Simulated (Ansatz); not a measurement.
The reference is BN (space group P6_3/mmc, No. 194; a = 2.506 Å, c = 6.615 Å; layered, stacked along the Cartesian z axis).

Method: DFT with PBE-D3(BJ), PAW potentials and a 420 eV plane-wave cutoff in Ansatz (a first-principles code), no spin-orbit coupling.

Base values:

| Item | Value |
|---|---|
| Band gap | 4.24 eV |
| Density | 2.29 g/cm³ |

Now apply this change: a hydrostatic pressure of 0.7 GPa.

Q: What does the calculation give for the band gap and density after the change?

A: The band gap falls by 0.04 eV (4.24 eV → 4.20 eV); the density goes up by 0.05 g/cm³, from 2.29 g/cm³ to 2.34 g/cm³.

Load acts through the strain it causes; cell and atoms are relaxed under it. Whether these cells are dynamically stable was not tested.
